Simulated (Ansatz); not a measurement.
Relaxation of the outer planes of the (10-12) surface of hcp Os in its 1x1 cell, outermost plane spacing 1.07 Å in the ideal cut.

The numbers are results of PBE (plane waves to 420 eV, PAW; Ansatz, an electronic-structure program), not measurements.

Slab: 14 atoms, 10.7 Å thick at the start; k 14x6x1, smearing 0.1 eV, dipole-corrected; all atoms relaxed; held to the start's symmetry, so lower structures may exist; no spin, no spin-orbit, no U.

```json
[
 {"plane": "1", "atoms": "Os", "bulk spacing to the next (Å)": "1.071", "relaxed spacing (Å)": "0.963", "change (%)": "-10.1", "rumpling (Å)": "0.00"},
 {"plane": "2", "atoms": "Os", "bulk spacing to the next (Å)": "0.535", "relaxed spacing (Å)": "0.477", "change (%)": "-11.0", "rumpling (Å)": "0.00"}
]
```
